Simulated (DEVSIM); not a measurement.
Structure: Mo/Al2O3/SiO2/n-Si capacitor, at 300 K.

Layer 1 from the left is Al2O3, thickness (nm) 17.0. Layer 2 from the left is SiO2, thickness (nm) 0.810. Layer 3 from the left is Si, thickness (nm) 450, Nd (cm⁻³) 1.6e18.

Metal gate on the left, work function 4.6 eV. Fixed charge at the semiconductor interface -6.8e11 cm⁻² (in units of +e); interface traps 4.2e11 cm⁻² eV⁻¹, uniform in energy, neutral level at 0.7 of the gap above the valence band.

The device is made up for the run: typed textbook-type constants, with dimensions and the other settings drawn at random. Values at 300 K.

Al2O3: gap (eV) 6.8, affinity (eV) 1.35, permittivity 9. SiO2: gap (eV) 9, affinity (eV) 0.9, permittivity 3.9. Si: gap (eV) 1.124, affinity (eV) 4.05, permittivity 11.7, Nc (cm⁻³) 2.86e19, Nv (cm⁻³) 3.1e19.

Model (solved in DEVSIM): 1D Poisson equation in equilibrium, Boltzmann statistics, complete ionisation; no quantum confinement or tunnelling. Metal contacts follow the ideal Schottky-Mott rule: no Fermi-level pinning, no interface dipoles.

### Question
What does the simulation give for the minimum of the low-frequency capacitance?

### Answer
minimum of the low-frequency capacitance 0.223 μF/cm².
